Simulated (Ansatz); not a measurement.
For cubic perovskite CsSrF₃, PBEsol+SOC (PAW; Ansatz, a quantum-chemistry and plane-wave program) gives:

| Item | Result |
|---|---|
| lattice parameter a | 4.737 Å |
| bulk modulus B0 | 43.7 GPa |
| band gap | 6.26 eV |

Q: What does r²SCAN in Ansatz (PAW) give for the same quantities?

A: 
- lattice constant a: 4.763 Å (goes up by 0.5 %)
- bulk modulus: 44.9 GPa (grows by 2.7 %)
- band gap: 7.18 eV (rises by 0.92 eV)

Changes are worked out from the printed values.

Unless a cell is named, each level is at its own relaxed cell (PBEsol+SOC 21.26, r²SCAN 21.62 Å³/atom).

Spin–orbit coupling is included only where a level's name says +SOC; with heavier elements it mostly lowers gaps and can invert bands. Density-functional gaps are differences of (generalised) Kohn–Sham levels.

Caveats: the relaxation could not lower the start's symmetry, so the cell can be a saddle point above a distorted one (PBEsol+SOC, r²SCAN). Ansatz's density-functional and Hartree–Fock values are scalar-relativistic unless marked +SOC, with PAW data made under PBE.
